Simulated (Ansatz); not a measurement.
# ZnSnO3: pressure series

Consider ZnSnO₃ (space group R-3, No. 148; a cell from a computed database, its experimental status unchecked).

```
CELL_PARAMETERS angstrom
      2.65381     1.53218     4.67501
     -2.65381     1.53218     4.67501
      0.00000    -3.06436     4.67501
ATOMIC_POSITIONS crystal
  Zn 0.36499 0.36499 0.36499
  Zn 0.63501 0.63501 0.63501
  Sn 0.14915 0.14915 0.14915
  Sn 0.85085 0.85085 0.85085
  O  0.04960 0.44640 0.75759
  O  0.95040 0.55360 0.24241
  O  0.75759 0.04960 0.44640
  O  0.24241 0.95040 0.55360
  O  0.44640 0.75759 0.04960
  O  0.55360 0.24241 0.95040
```

Cell and atoms are relaxed at each pressure.

All numbers come from DFT with PBEsol, PAW potentials and a 420 eV plane-wave cutoff in Ansatz (an electronic-structure program), scalar-relativistic without spin-orbit coupling.

```json
[
 {"pressure (GPa)": "-2", "volume per atom (Å³/atom)": "11.555"},
 {"pressure (GPa)": "-1", "volume per atom (Å³/atom)": "11.479"},
 {"pressure (GPa)": "0", "volume per atom (Å³/atom)": "11.405"},
 {"pressure (GPa)": "0.3", "volume per atom (Å³/atom)": "?"},
 {"pressure (GPa)": "0.7", "volume per atom (Å³/atom)": "11.355"},
 {"pressure (GPa)": "1.5", "volume per atom (Å³/atom)": "11.300"},
 {"pressure (GPa)": "3", "volume per atom (Å³/atom)": "11.201"},
 {"pressure (GPa)": "5", "volume per atom (Å³/atom)": "11.075"},
 {"pressure (GPa)": "7.5", "volume per atom (Å³/atom)": "10.928"}
]
```

**Question.** Fit the third-order Birch–Murnaghan form P(V) = (3B₀/2)[(V₀/V)^(7/3) − (V₀/V)^(5/3)]·[1 + (3/4)(B₀′ − 4)((V₀/V)^(2/3) − 1)] (squares taken in P) to the rows shown and predict the withheld row.

**Answer.** Least squares on the printed values gives V₀ = 11.405 Å³/atom, B₀ = 158 GPa, B₀′ = 4.8; this predicts 11.384 Å³/atom, and the run gives 11.384 Å³/atom, in agreement.

Load acts through the strain it causes; cell and atoms are relaxed under it. Whether these cells are dynamically stable was not tested. Competing high-pressure phases were not computed.
